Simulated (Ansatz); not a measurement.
Base system: PbS in the rock salt structure (space group Fm-3m, No. 225; a = 5.9027 Å). Axes: x, y, z lie along the cube axes.

One thing is altered: biaxial strain +0.47 %, plane normal [110], relaxed out of plane (Cartesian); in-plane vectors clamped, the third vector and the atoms free.

Levels (all Ansatz, a quantum-chemistry and plane-wave program, PAW): PBEsol (420 eV, no SOC); r2SCAN (500 eV, spin-orbit coupling left out); HSE06 (420 eV, no spin-orbit coupling).

One geometry, relaxed with PBEsol, under each level:

```json
[
 {"level": "PBEsol", "band gap": "0.18 eV", "lowest conduction level above the VBM at special points": "R 0.18 eV; S 0.22 eV; W 2.06 eV; F₂ 3.18 eV", "hole mass": "0.084 mₑ along k, 0.11 mₑ across (at S)", "pressure": "-3.4 kbar"},
 {"level": "r2SCAN", "band gap": "…", "lowest conduction level above the VBM at special points": "…", "hole mass": "…", "pressure": "…"},
 {"level": "HSE06", "band gap": "0.70 eV", "lowest conduction level above the VBM at special points": "R 0.70 eV; S 0.75 eV; W 2.68 eV; Γ 5.95 eV", "hole mass": "–", "pressure": "–"}
]
```

Task: Give the withheld r2SCAN results.

Result: 
- r2SCAN, band gap: 0.53 eV
- r2SCAN, lowest conduction level above the VBM at special points: R 0.53 eV; S 0.58 eV; W 2.40 eV; F₂ 3.52 eV
- r2SCAN, hole mass: 0.19 mₑ along k, 0.12 mₑ across (at S)
- r2SCAN, pressure: 18.8 kbar

A biaxial case was relaxed in a doubled cell and then solved in the primitive one. Single points use the geometry relaxed with PBEsol. Their cutoffs differ, which shifts pressures a little. HSE06 gaps are upper bounds (no full band path). Spin-orbit coupling, missing from the scalar runs, can matter with Pb. Effective masses come from finite differences of ±0.01 Å⁻¹. Along k means along the line from Γ to the band edge. Whether these cells are dynamically stable was not tested. A zero or small gap of PbS can be the functional's error rather than a property of the material. k-point labels follow each cell's own Brillouin zone.
